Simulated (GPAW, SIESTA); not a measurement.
A GPAW input for a self-consistent single point of Si2Ni (Fm-3m, 3 atoms in the cell) (DFT PBE, plane waves, GPAW PAW datasets PBE (gpaw-data 1.0.1)):

```python
from ase import Atoms
from ase.units import GPa
from gpaw import GPAW, PW

atoms = Atoms(['Si', 'Si', 'Ni'],
              cell=[[0.000000, 2.639292, 2.639292],
                    [2.639292, 0.000000, 2.639292],
                    [2.639292, 2.639292, 0.000000]],
              scaled_positions=[[0.250000, 0.250000, 0.250000],
                                [0.750000, 0.750000, 0.750000],
                                [0.000000, 0.000000, 0.000000]],
              pbc=True)

calc = GPAW(mode=PW(800),
            xc='PBE',
            kpts=(9, 9, 9),
            occupations={'name': 'methfessel-paxton', 'width': 0.1, 'order': 0},
            nbands=-11,
            convergence={'density': 1e-05, 'energy': 1e-05},
            symmetry={'symmorphic': False, 'tolerance': 0.0005},
            maxiter=150)

atoms.calc = calc

energy = atoms.get_potential_energy()
print('Energy (eV):', round(energy, 6))
forces = atoms.get_forces()
print('Forces (eV/Ang):')
print(forces.round(5))
stress = atoms.get_stress()
print('Stress (GPa, Voigt):', (stress / GPa).round(4))
```

**Question.** Write the same calculation as an input for SIESTA.

**Answer.** One input that does it (others would too):

```
# files in the folder: Si.psml Ni.psml (PseudoDojo PBE standard)
SystemName  Si2Ni
SystemLabel si2ni

NumberOfAtoms                3
NumberOfSpecies              2
%block ChemicalSpeciesLabel
  1 14 Si
  2 28 Ni
%endblock ChemicalSpeciesLabel
LatticeConstant              1.0 Ang
%block LatticeVectors
     0.000000000    2.639292000    2.639292000
     2.639292000    0.000000000    2.639292000
     2.639292000    2.639292000    0.000000000
%endblock LatticeVectors
AtomicCoordinatesFormat      Bohr
%block AtomicCoordinatesAndAtomicSpecies
     2.493769521    2.493769521    2.493769521  1
     7.481308564    7.481308564    7.481308564  1
     0.000000000    0.000000000    0.000000000  2
%endblock AtomicCoordinatesAndAtomicSpecies

XC.functional                GGA
XC.authors                   PBE
PAO.BasisSize                DZP
PAO.EnergyShift              0.01 Ry
MeshCutoff                   350 Ry
%block kgrid.MonkhorstPack
    9   0   0  0.0
    0   9   0  0.0
    0   0   9  0.0
%endblock kgrid.MonkhorstPack
OccupationFunction           MP
OccupationMPOrder            0
ElectronicTemperature        0.1 eV

MaxSCFIterations             150
SCF.Mixer.Method             Pulay
SCF.Mixer.Weight             0.2
SCF.Mixer.History            6
SCF.DM.Tolerance             1.0E-04
Diag.ParallelOverK           true
WriteForces                  true
```

Basis settings and potentials, where a program has them, do not carry over. This input uses DFT, GGA PBE, numerical atomic orbitals DZP, PseudoDojo PBE standard norm-conserving potentials (rewritten from UPF to PSML). Both were run: pressure 18.43 GPa in GPAW and 15.22 in SIESTA.

On GPAW: the starting cell comes from a database of computed structures (which also holds hypothetical and non-ambient phases and stackings), without a prior relaxation at this level. For this run, on top of that: lattice scaled by 0.98. Spin polarisation is off. With a pressure of about 18 GPa the cell is away from its equilibrium volume at this level.

On SIESTA: the starting cell comes from a database of computed structures (which also holds hypothetical and non-ambient phases and stackings), without a prior relaxation at this level. For this run, on top of that: lattice scaled by 0.98. Spin polarisation is off. Values carry the incompleteness of an atom-centred basis. With a pressure of about 15 GPa the cell is away from its equilibrium volume at this level.
